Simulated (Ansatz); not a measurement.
## Mg$_{2}$Ge in the anti-fluorite structure (space group Fm-3m, No. 225)

```cif
data_Ge4Mg8
_chemical_formula_sum 'Ge4 Mg8'
_space_group_name_H-M_alt 'Fm-3m'
_space_group_IT_number 225
_space_group_name_Hall '-F 4 2 3'
_cell_length_a 6.36397
_cell_length_b 6.36397
_cell_length_c 6.36397
_cell_angle_alpha 90.000
_cell_angle_beta 90.000
_cell_angle_gamma 90.000
loop_
_atom_site_label
_atom_site_type_symbol
_atom_site_symmetry_multiplicity
_atom_site_Wyckoff_symbol
_atom_site_fract_x
_atom_site_fract_y
_atom_site_fract_z
_atom_site_occupancy
Ge1 Ge 4 a 0.00000 0.00000 0.00000 1
Mg1 Mg 8 c 0.25000 0.25000 0.25000 1
```
(The calculation used a cell of 3 atoms; values per cell refer to that cell.)

The values are results of Ansatz (an electronic-structure program) PBEsol, without spin-orbit coupling, earlier PAW set, not measurements. k-mesh 13×13×13 (Γ-centred); smearing 0.05 eV (Fermi–Dirac).

The volume per atom comes out as 21.48 Å³ and the density comes out as 3.12 g/cm³. The band gap is 0.08 eV, indirect, Γ → X and the electron mass comes out as 0.54 mₑ along k, 0.18 mₑ across. The lowest conduction-band minima above the VBM is X along ⟨100⟩ 0.08 eV; Γ 1.03 eV; L along ⟨111⟩ 1.04 eV and the total energy is -2692.821 eV/atom (σ→0; compares only within this code and set-up).

Effective masses come from finite differences of ±0.01 Å⁻¹. Along k means along the line from Γ to the band edge. No phonon test of stability was made. The zero or small gap of Mg2Ge can change with the level of theory.
